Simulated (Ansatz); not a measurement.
Input and output of a self-consistent single point for BaAl₂ (R3m, 6 atoms in the cell) (Ansatz, an electronic-structure program).

Level of theory: PBEsol, default PAW files made with PBE (plane waves; Ansatz).

The change in words: lattice scaled by 0.98; basis.ecutwfc: 30.9 Ry → 54 Ry. Reference geometry:
```
CELL_PARAMETERS angstrom
      0.00000     4.24374     4.24374
      4.24374     0.00000     4.24374
      4.24374     4.24374     0.00000
ATOMIC_POSITIONS crystal
  Ba 0.50340 0.50340 0.50340
  Ba 0.75000 0.75000 0.75000
  Al 0.12500 0.12500 0.12500
  Al 0.62500 0.12500 0.12500
  Al 0.12500 0.12500 0.62500
  Al 0.12500 0.62500 0.12500
```

Reference input (self-consistent single point, DFT, PBEsol, plane waves, default PAW files made with PBE): basis.ecutwfc = 30.9 Ry; kpoints.mp_grid.grid = 6 6 6; hamiltonian.xc = pbesol; hamiltonian.pseudopotentials = {kind: paw} (the program's default PAW files); scf.occupations.method = gaussian; scf.occupations.width = 0.0073 Ry. This run's input differs from it in these lines:

Ansatz 0.2 input:
```diff
@@ -3,14 +3,14 @@
   lattice:
-    - [0.00000000, 4.24373500, 4.24373500]
-    - [4.24373500, 0.00000000, 4.24373500]
-    - [4.24373500, 4.24373500, 0.00000000]
+    - [0.00000000, 4.15886000, 4.15886000]
+    - [4.15886000, 0.00000000, 4.15886000]
+    - [4.15886000, 4.15886000, 0.00000000]
   atoms:
-    - { symbol: Ba, position_ang: [4.27260089, 4.27260089, 4.27260089] }
-    - { symbol: Ba, position_ang: [6.36560250, 6.36560250, 6.36560250] }
-    - { symbol: Al, position_ang: [1.06093375, 1.06093375, 1.06093375] }
-    - { symbol: Al, position_ang: [1.06093375, 3.18280125, 3.18280125] }
-    - { symbol: Al, position_ang: [3.18280125, 3.18280125, 1.06093375] }
-    - { symbol: Al, position_ang: [3.18280125, 1.06093375, 3.18280125] }
+    - { symbol: Ba, position_ang: [4.18714857, 4.18714857, 4.18714857] }
+    - { symbol: Ba, position_ang: [6.23829000, 6.23829000, 6.23829000] }
+    - { symbol: Al, position_ang: [1.03971500, 1.03971500, 1.03971500] }
+    - { symbol: Al, position_ang: [1.03971500, 3.11914500, 3.11914500] }
+    - { symbol: Al, position_ang: [3.11914500, 3.11914500, 1.03971500] }
+    - { symbol: Al, position_ang: [3.11914500, 1.03971500, 3.11914500] }
 basis:
-  ecutwfc: 30.9 Ry
+  ecutwfc: 54.0 Ry
 kpoints:
```

Output, abridged:

```
SCF iter   1: F=—  HF=-13824.909601 eV  |F-HF|=—  |Δ(HF+E_count)|=         —  Δρ=2.10e-3  dr2=6.77e-3  ethr=1.77e-3  ⟨swp⟩=11.8  Hψ=5122  notcnv=0
all-band conjugate gradients solve this SCF's bands
preconditioner: auto → Kerker (q_TF=auto, 2.124 Å⁻¹)
SCF iter   2: F=—  HF=-13824.909423 eV  |F-HF|=—  |Δ(HF+E_count)|=   1.77e-4  Δρ=1.36e-3  dr2=3.04e-3  ethr=2.11e-5  ⟨swp⟩=1.1  Hψ=968  notcnv=0
SCF iter   3: F=—  HF=-13824.909162 eV  |F-HF|=—  |Δ(HF+E_count)|=   2.61e-4  Δρ=1.01e-4  dr2=1.05e-5  ethr=9.49e-6  ⟨swp⟩=2.7  Hψ=915  notcnv=0
SCF iter   4: F=—  HF=-13824.909141 eV  |F-HF|=—  |Δ(HF+E_count)|=   2.08e-5  Δρ=2.20e-5  dr2=1.51e-6  ethr=3.29e-8  ⟨swp⟩=2.1  Hψ=1132  notcnv=0
iter 5 did not close the SCF: its close was put off for the readings that it lacked (scf_convergence_deferred on its scf_iter line)
SCF iter   5: F=-13824.909141 eV  HF=-13824.909141 eV  |F-HF|=2.36e-8  |Δ(HF+E_count)|=   3.13e-7  Δρ=6.54e-6  dr2=7.05e-8  ethr=4.73e-9  ⟨swp⟩=2.0  Hψ=875  notcnv=0
SCF iter   6: F=-13824.909141 eV  HF=-13824.909141 eV  |F-HF|=4.02e-10  |Δ(HF+E_count)|=  7.28e-10  Δρ=1.22e-6  dr2=2.13e-9  ethr=2.20e-10  ⟨swp⟩=6.6  Hψ=3407  notcnv=0
SCF 1 converged in 6 iterations: F = -13824.909141 eV  dr2 = 2.13e-9
Free energy (F): -13824.909141 eV
Internal energy: -13824.889101 eV  (E = F + TS)
E sigma→0 (E₀):  -13824.899121 eV
Entropy (-TS):   -0.020039 eV (-3.340 meV/atom)
Fermi energy:    8.624171 eV
--- Forces (eV/Å), atoms counted from 1 ---
  atom   1  Ba    -0.13306058    -0.13306058    -0.13306058
  atom   2  Ba     0.01437672     0.01437672     0.01437672
  atom   3  Al     0.00959843     0.00959843     0.00959843
  atom   4  Al     0.04908282     0.03000079     0.03000079
  atom   5  Al     0.03000079     0.03000079     0.04908282
  atom   6  Al     0.03000079     0.04908282     0.03000079
--- Stress (GPa, compression-positive) ---
        1.271540      -0.098053      -0.098053
       -0.098053       1.271540      -0.098053
       -0.098053      -0.098053       1.271540
  P = ⅓ Tr σ = 1.2715 GPa (12.715 kbar)
  The stress holds the Pulay correction. Without it, at fixed plane waves, as pw.x and ABINIT print it: P = 1.2705 GPa
```

The run converged in 6 iterations. Against the reference run the free energy drops by 2.2 meV/atom, the pressure goes from -1.53 to 1.27 GPa and the largest force goes from 0.198 to 0.230 eV/Å.

The starting cell comes from a database of computed structures (which also holds hypothetical and non-ambient phases and stackings), without a prior relaxation at this level. Its lattice was rescaled by up to half a per cent. One atom was moved a little off its site on purpose. For this run, on top of that: lattice scaled by 0.98. Ansatz's pressure includes its estimate of the finite-basis (Pulay) stress.
